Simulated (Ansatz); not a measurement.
β-phase InSe (model structure) was calculated with rVV10 in Ansatz (plane waves, PAW).

Run with plane-wave cutoff 500 eV, 12×12×2 k mesh (along the axes of the cell as run), gaussian smearing 0.02 eV, scalar-relativistic PAW data made under PBE.

Cell (relaxed at this level):

```xyz
8
Lattice="2.0550 -3.5593 0.0000 2.0550 3.5593 0.0000 0.0000 0.0000 16.8885" Properties=species:S:1:pos:R:3 pbc="T T T"
In     2.0550     1.1864     2.8040
In     2.0550    -1.1864    11.2483
In     2.0550    -1.1864    14.0845
In     2.0550     1.1864     5.6403
Se     2.0550     1.1864     9.9616
Se     2.0550    -1.1864     1.5173
Se     2.0550    -1.1864     6.9270
Se     2.0550     1.1864    15.3712
```

Task: Estimate the band gap that the calculation returns.

Result: 
band gap: 0.02 eV (under three smearing widths, so not firm)

Note: the relaxation could raise the start's symmetry but not lower it, so the cell can be a saddle point.

Spin–orbit coupling is not included.

Static lattice: no zero-point or thermal effects.

A model structure was made by putting elements into a prototype or built by hand; it is no filed structure, need not be a known phase, and can be a saddle point held by its symmetry.

Ansatz is a quantum-chemistry and plane-wave program.
